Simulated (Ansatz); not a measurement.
# What Re → Cu does to Re

Start from Re in the hcp (Mg type) structure (space group P6_3/mmc, No. 194; a = 2.758 Å, c = 4.463 Å).

Perturbation: full substitution Re → Cu; the structure is relaxed again.

Level of theory: Kohn–Sham DFT with the r2SCAN functional, run in Ansatz (a quantum-chemistry and plane-wave program) with PAW and 500 eV plane waves, no spin-orbit coupling, earlier PAW set. k-mesh 21×21×11 (Γ-centred); smearing 0.05 eV (Fermi–Dirac), for the changed cell.

```csv
quantity,base,changed,shift
volume per atom,14.70 Å³,11.47 Å³,-3.23 Å³
density,21.04 g/cm³,9.20 g/cm³,-11.84 g/cm³
lattice parameter a,2.758 Å,2.522 Å,-0.2354 Å
c/a ratio,1.618,1.651,+0.033
space group,P6_3/mmc (No. 194),P6_3/mmc (No. 194),–
shortest interatomic distance,2.741 Å,2.522 Å,-0.219 Å
band gap,zero,zero,–
```

Cost of the whole job for the changed cell (relaxation, final SCF and bands): very roughly 120 core-seconds.

Stability against distortions was not tested. For Cu in this form, whether it has been made was not checked. The final runs are not spin-polarised. This is not the structure that Cu has at room temperature and ambient pressure.
